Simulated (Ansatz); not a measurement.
The parent structure is SnSe in the GeS type structure (space group Pnma, No. 62; a = 11.534 Å, b = 4.121 Å, c = 4.578 Å; layered, stacked along the Cartesian x axis). Axes: x, y, z lie along a, b, c of the conventional cell.

The values are results of r2SCAN+rVV10 in Ansatz (plane waves to 500 eV, PAW, no SOC), earlier PAW set, not measurements.

Modification: the symmetric strain tensor [0.0296 -0.0024 0.0048; -0.0024 0.0138 -0.0100; 0.0048 -0.0100 -0.0166], atoms relaxed at fixed cell.

Q: Estimate the effect on the largest internal atomic displacement, energy relative to the base and stress.

A: The largest internal atomic displacement is 0.075 Å; the energy goes up by 5.3 meV/atom; the stress (xx, yy, zz, yz, xz, xy; compression positive) amounts to (-1.26, -0.68, -0.19, 0.71, -0.15, 0.06) GPa.

No phonon test of stability was made.

Ansatz is a first-principles code.
